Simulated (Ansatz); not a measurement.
Take Te (space group P3_121, No. 152; a = 4.317 Å, c = 5.955 Å; made of chains) as the base.

Levels (all Ansatz, an electronic-structure program, PAW, earlier PAW set): PBEsol (420 eV, scalar-relativistic without spin-orbit coupling); PBEsol+SOC (420 eV, with spin-orbit coupling).

The geometry is relaxed with PBEsol.

```
Item               Value
---------------  -------
PBEsol pressure  0.0 GPa
```

Problem. Predict the pressure from PBEsol+SOC.

Solution. The pressure goes from zero to 0.3 GPa.

Single points use the geometry relaxed with PBEsol. Differences between runs with and without spin-orbit coupling are approximate. No phonon test of stability was made. No dispersion term is included in the PBEsol runs.
